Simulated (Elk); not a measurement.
Band structure of La2PBr2 (P-3m1, 5 atoms in the cell).

```
La2PBr2
1.0
    4.26955     0.00000     0.00000
   -2.13477     3.69754     0.00000
    0.00000     0.00000    10.20334
La P Br
2 1 2
Direct
  0.33333   0.66667   0.83934
  0.66667   0.33333   0.16066
  0.00000   0.00000   0.00000
  0.66667   0.33333   0.65640
  0.33333   0.66667   0.34360
```

Method of the run: PBEsol, all-electron FP-LAPW, Elk's shipped species files, LAPW+lo basis (Elk).

Settings: xctype = 22; rgkmax = 8; stype = 0; swidth = 0.00499791 Ha; ngridk = 7 7 3; gmaxvr = 16 1/bohr; nxoapwlo = 1.

The starting cell comes from a database of computed structures (which also holds hypothetical and non-ambient phases and stackings), without a prior relaxation at this level. Values depend on the basis (sphere radii, cutoffs, local orbitals), which need not be converged.

Levels in eV from the Fermi level, bands 27 to 34:
```csv
point,27,28,29,30,31,32,33,34
Γ,-3.82,-2.29,-1.95,-1.95,0.83,0.89,0.89,1.26
M,-3.79,-2.53,-2.10,-1.95,-0.68,1.39,1.46,1.57
K,-3.86,-2.46,-2.46,-2.19,0.94,0.97,0.97,1.63
A,-3.71,-2.66,-1.97,-1.97,0.80,0.90,0.90,1.31
L,-3.89,-2.66,-2.13,-1.92,-0.56,1.25,1.43,1.56
H,-3.90,-2.45,-2.45,-2.20,0.97,1.03,1.03,1.59
```

Bands cross the Fermi level along this path, so the cell is metallic at this level.
